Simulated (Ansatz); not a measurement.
Start from P in the black-P type structure (space group Cmce, No. 64; a = 3.302 Å, b = 10.691 Å, c = 4.467 Å; layered, stacked along the Cartesian y axis). Axes: x, y, z lie along a, b, c of the conventional cell.

Computed with r2SCAN+rVV10 in Ansatz (plane waves to 500 eV, PAW, spin-orbit coupling left out), earlier PAW set.

Strains are applied to the cell and any free atomic positions relax.

One change was made to it. Results:

The energy hardly moves; the shortest interatomic distance stays 221.3 pm; the largest internal atomic displacement comes out as 0.013 Å; the pressure (mean of the normal stresses, compression positive) stays 0.0 GPa.

### Question
Which change produced these results?
(A) uniaxial strain ε_zz = −1.95 %
(B) tensor shear ε_xy = −0.63 %
(C) uniaxial strain ε_yy = −2.24 %

### Answer
B, tensor shear ε_xy = −0.63 %. For comparison, the energy relative to the base in the other runs: uniaxial strain ε_zz = −1.95 % gives +1.4 meV/atom; uniaxial strain ε_yy = −2.24 % gives +1.7 meV/atom.

Stability against distortions was not tested.

Ansatz is a quantum-chemistry and plane-wave program.
